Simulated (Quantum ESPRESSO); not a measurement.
Convergence series on Ba₃Ga₂S₆ (C2/c, 22 atoms in the cell)

```
Ba3(GaS3)2
1.0
    4.56884    -7.26872     0.00000
    4.56884     7.26872     0.00000
   -0.28365     0.00000     9.15689
Ba Ga S
6 4 12
Direct
  0.96405   0.03595   0.25000
  0.03595   0.96405   0.75000
  0.54175   0.26545   0.49091
  0.45825   0.73455   0.50909
  0.73455   0.45825   0.00909
  0.26545   0.54175   0.99091
  0.65399   0.98031   0.93229
  0.34601   0.01969   0.06771
  0.01969   0.34601   0.56771
  0.98031   0.65399   0.43229
  0.91598   0.53092   0.66546
  0.08402   0.46908   0.33454
  0.46908   0.08402   0.83454
  0.53092   0.91598   0.16546
  0.36797   0.26899   0.16699
  0.63203   0.73101   0.83301
  0.73101   0.63203   0.33301
  0.26899   0.36797   0.66699
  0.91805   0.20147   0.95797
  0.08195   0.79853   0.04203
  0.79853   0.08195   0.54203
  0.20147   0.91805   0.45797
```

Computed with LDA (PZ), GBRV 1.5 ultrasoft (LDA) pseudopotentials (plane waves; Quantum ESPRESSO 7.5).

The starting cell comes from a database of computed structures (which also holds hypothetical and non-ambient phases and stackings), without a prior relaxation at this level. In the base run, with a pressure of about -3 GPa the cell is away from its equilibrium volume at this level.

Held fixed: ecutwfc = 50 Ry; ecutrho = 250 Ry; occupations = fixed; potentials = {Ba: ba_lda_v1.uspp.F.UPF, Ga: ga_lda_v1.4.uspp.F.UPF, S: s_lda_v1.4.uspp.F.UPF}; K_POINTS = automatic 2 2 2 0 0 0; nbnd = 108; mixing_beta = 0.4.

ΔF is the free energy per atom less that of the last row (7.3e-14 Ry).

| conv_thr | ΔF (meV/atom) | pressure (GPa) | largest force (eV/Å) | gap on the mesh (eV) | iterations |
|---|---|---|---|---|---|
| 0.0073 Ry | 0.81 | -5.97 | 0.709 | 2.534 | 5 |
| 0.00073 Ry | 0.13 | -3.93 | 0.163 | 2.495 | 6 |
| 7.3e-05 Ry | 0.00 | -3.32 | 0.102 | 2.488 | 8 |
| 7.3e-06 Ry | 0.00 | -3.32 | 0.102 | 2.488 | 8 |
| 7.3e-07 Ry | 0.00 | -3.20 | 0.096 | 2.488 | 10 |
| 7.3e-08 Ry | 0.00 | -3.24 | 0.097 | 2.488 | 12 |
| 7.3e-10 Ry | 0.00 | -3.23 | 0.097 | 2.488 | 14 |
| 1e-10 Ry | 0.00 | -3.23 | 0.097 | 2.488 | 14 |
| 7.3e-12 Ry | 0.00 | -3.23 | 0.097 | 2.488 | 16 |
| 7.3e-14 Ry | 0.00 | -3.23 | 0.097 | 2.488 | 19 |

Pressure within 1 GPa of the last row: from conv_thr = 0.00073 Ry on; the one before it is off by 2.7 GPa. The value it settles on is -3.2 GPa at this level of theory and with the other settings as held.

Gap on the mesh within 0.01 eV of the last row: from conv_thr = 0.00073 Ry on; the one before it is off by 0.046 eV. The value it settles on is 2.488 eV at this level of theory and with the other settings as held.

The gap is read on the k-point mesh of the run and can differ from the gap over the whole zone at this level.
